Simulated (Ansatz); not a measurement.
Take BN (space group P6_3/mmc, No. 194; a = 2.500 Å, c = 6.412 Å; layered, stacked along the Cartesian z axis) as the base. Axes: x lies along a and z along c of the hexagonal cell.

Structures relaxed with PBEsol-D3(BJ) (Ansatz, an electronic-structure program; PAW; 420 eV plane waves; scalar-relativistic without spin-orbit coupling).

Base:

Simulated powder pattern, Mo Kα, λ = 0.71073 Å (kinematic, ideal powder, no thermal factors, no anomalous dispersion; the 10 strongest lines at most, above 2 %, up to 2θ = 40°):

```csv
2θ (°),I/Imax (%),hkl
12.73,100,(002)
18.89,19,(100)
19.95,6.3,(101)
22.84,19,(102)
25.62,8.2,(004)
32.02,5.3,(104)
33.03,9.5,(110)
35.53,14,(112)
```

It is then changed as follows: the cell is compressed by 2.40 % along z with no lateral relaxation, atoms relaxed at fixed cell.

After the change:

Simulated powder pattern, Mo Kα, λ = 0.71073 Å (kinematic, ideal powder, no thermal factors, no anomalous dispersion; the 10 strongest lines at most, above 2 %, up to 2θ = 40°):

| 2θ (°) | d (Å) | I/Imax (%) | hkl |
|---|---|---|---|
| 13.04 | 3.129 | 100 | (002) |
| 18.89 | 2.165 | 21 | (100) |
| 20.00 | 2.046 | 6.7 | (101) |
| 23.02 | 1.781 | 20 | (102) |
| 26.26 | 1.564 | 8.1 | (004) |
| 32.55 | 1.268 | 5.4 | (104) |
| 33.03 | 1.250 | 10 | (110) |
| 35.65 | 1.161 | 15 | (112) |

The indices refer to the base's conventional cell; one index is shown for lines that coincide.

The cells carry an imposed strain or load. Whether these cells are dynamically stable was not tested.
